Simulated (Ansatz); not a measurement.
The reference is ZnSnAs2 in the chalcopyrite structure (space group I-42d, No. 122; a = 5.839 Å, c = 11.737 Å).

Method: PBEsol, PAW, 420 eV (Ansatz, a first-principles code; no spin-orbit coupling).

Base values:

| Quantity | Value |
|---|---|
| Pressure | 0.0 GPa |

One thing is altered: an isotropic linear strain of +2.25 %; the atoms relax in the strained cell.

### Question
What happens to the largest internal atomic displacement?

### Answer
The largest internal atomic displacement comes out as 0.014 Å.

### Question
How does this affect the energy relative to the base?

### Answer
The energy grows by 20 meV/atom.

### Question
How does this affect the pressure?

### Answer
The pressure (mean of the normal stresses, compression positive) goes from zero to -3.5 GPa.

No phonon test of stability was made. The final runs are not spin-polarised.
